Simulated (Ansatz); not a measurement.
A working Ansatz (a first-principles code) input for Ti₃Al₂NbC₂ (P3m1, 8 atoms in the cell) (DFT, PBEsol, plane waves, default PAW files made with PBE):

Ansatz 0.2 input:
```yaml
crystal:
  lattice:
    - [3.068810, 0.000000, 0.000000]
    - [-1.534405, 2.657668, 0.000000]
    - [0.000000, 0.000000, 13.865438]
  atoms:
    - { symbol: Ti, position: [0.666667, 0.333333, 0.586280] }
    - { symbol: Ti, position: [0.666667, 0.333333, 0.916460] }
    - { symbol: Ti, position: [0.000000, 0.000000, 0.083110] }
    - { symbol: Al, position: [0.000000, 0.000000, 0.751530] }
    - { symbol: Al, position: [0.666667, 0.333333, 0.246920] }
    - { symbol: Nb, position: [0.000000, 0.000000, 0.411130] }
    - { symbol: C, position: [0.333333, 0.666667, 0.504860] }
    - { symbol: C, position: [0.333333, 0.666667, 0.999720] }
kpoints:
  mp_grid: { grid: [12, 12, 3] }
hamiltonian:
  xc: pbesol
  pseudopotentials: { kind: paw }
scf:
  occupations: { method: methfessel_paxton, width: 0.01 Ry }
output:
  forces: true
  eigenvalues: true
  stress: true
```

The run converged in 8 iterations: free energy E − TS (on the zero of these files) -13465.3935 eV; Fermi level (on the code's own zero) 12.06 eV; pressure -4.77 GPa; largest force (vector length) 0.484 eV/Å. Each of these slips is then made, one at a time:

(1)
```diff
-  occupations: { method: methfessel_paxton, width: 0.01 Ry }
```

(2)
```diff
-  mp_grid: { grid: [12, 12, 3] }
+  mp_grid: { grid: [1, 1, 1] }
```

Question: How does each altered input end?

Answer: 
(1) No occupation method given. The program stopped before any SCF iteration.
```
Error: YAML parse error: `scf.occupations.method` is required: fixed only where the cell keeps a band gap throughout the run, explicit beside scf.occupations.values (under evaluate: without them), else a smearing such as fermi_dirac (scf.occupations.width is optional; its entry in the input reference gives the default)
```

(2) A single k-point for a small metallic cell. The run converged in 16 iterations without an error; against the sound input the free energy falls by 144 meV/atom, the pressure goes from -4.77 to 3.34 GPa and the largest force goes from 0.484 to 7.868 eV/Å.

The starting cell comes from a database of computed structures (which also holds hypothetical and non-ambient phases and stackings), without a prior relaxation at this level. Its lattice was rescaled by a random factor within 2.5 % of one. Spin polarisation is off. In the base run, with a pressure of about -5 GPa the cell is away from its equilibrium volume at this level. Ansatz's pressure includes its estimate of the finite-basis (Pulay) stress.

Left out of this page: 1 run of the series stopped by limits of time or memory; 4 runs of the series outside the window shown, repeating another row's setting, or not comparable.
